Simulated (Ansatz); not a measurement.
The reference is Mo in the bcc (W type) structure (space group Im-3m, No. 229; a = 3.112 Å; relaxed with 0.1 eV smearing). Axes: x, y, z lie along the cube axes.

Computed with plane-wave PAW DFT at the LDA level (Ansatz, a first-principles code, 420 eV), without spin-orbit coupling.

Now apply this change: the cell is scaled by 1.0250 in all directions, atoms relaxed at fixed cell.

Task: Predict the stress tensor and what it implies for the stiffness.

Result: Stress of the strained cell less that of the base (GPa, compression positive):
```
  -18.5     0.0     0.0
    0.0   -18.5     0.0
    0.0     0.0   -18.5
```

Then B = −ΔP/(ΔV/V₀) with ΔV/V₀ = 0.0769 gives secant stiffness values (nonlinear terms included at this strain): B ≈ 241 GPa.

As a check, the harmonic strain energy −½ V₀ Δσ:ε is 65 meV/atom; the computed energy rise is 71 meV/atom.

No phonon test of stability was made. All final runs are without spin polarisation.
